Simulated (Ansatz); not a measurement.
The reference is GaN in the wurtzite structure (space group P6_3mc, No. 186).

```cif
data_Ga2N2
_chemical_formula_sum 'Ga2 N2'
_space_group_name_H-M_alt 'P63mc'
_space_group_IT_number 186
_space_group_name_Hall 'P 6c -2c'
_cell_length_a 3.18273
_cell_length_b 3.18273
_cell_length_c 5.18570
_cell_angle_alpha 90.000
_cell_angle_beta 90.000
_cell_angle_gamma 120.000
loop_
_atom_site_label
_atom_site_type_symbol
_atom_site_symmetry_multiplicity
_atom_site_Wyckoff_symbol
_atom_site_fract_x
_atom_site_fract_y
_atom_site_fract_z
_atom_site_occupancy
Ga1 Ga 2 b 0.66667 0.33333 0.00090 1
N1 N 2 b 0.33333 0.66667 0.12430 1
```

Levels (all Ansatz, a first-principles code, PAW, earlier PAW set): PBEsol (420 eV, no spin-orbit coupling); r2SCAN (500 eV, no spin-orbit coupling).

Its gap is 1.88 eV with PBEsol and 2.35 eV with r2SCAN.

It is then changed as follows: a hydrostatic pressure of 60 GPa.

With PBEsol the gap becomes 3.20 eV.

Problem. If the r2SCAN correction stayed the same, what would the r2SCAN gap be, and what does the r2SCAN run give?

Solution. A rigid correction of +0.47 eV gives 3.67 eV. The r2SCAN run gives 3.75 eV, so the correction itself changes by +0.08 eV.

Single points use the geometry relaxed with PBEsol. Load acts through the strain it causes; cell and atoms are relaxed under it. Stability against distortions was not tested. Measured, GaN leaves this structure (for rock salt) near 47 GPa (temperature not stated; as listed in Datta, Sujoy, Jana, Debnarayan, arXiv (2020)), on rising pressure, with hysteresis.
